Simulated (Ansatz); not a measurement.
Consider the following.

```xyz
2
Lattice="0.0000 2.8047 2.8047 2.8047 0.0000 2.8047 2.8047 2.8047 0.0000" Properties=species:S:1:pos:R:3 pbc="T T T"
In     0.0000     0.0000     0.0000
P      1.4024     1.4024     1.4024
```

No spin polarisation.

The values are results of Ansatz (a quantum-chemistry and plane-wave program), r2SCAN, PAW, cutoff 500 eV, no spin-orbit coupling, not measurements. k-mesh 10×10×10 (Γ-centred); smearing 0.05 eV (Fermi–Dirac).

Question: Predict the band gap, smallest direct gap and gap character.

Answer: 
```json
{
 "band_gap": "1.76 eV",
 "smallest_direct_gap": "1.91 eV",
 "gap_character": "indirect, Γ → X"
}
```

Load acts through the strain it causes; cell and atoms are relaxed under it. Whether these cells are dynamically stable was not tested. Measured, InP leaves this structure (for rock salt) near 9.8 GPa (temperature not stated; as listed in Datta, Sujoy, Jana, Debnarayan, arXiv (2020)). The cell was made from InP in the zinc blende structure (space group F-43m, No. 216) by this change: pressure 15 GPa.
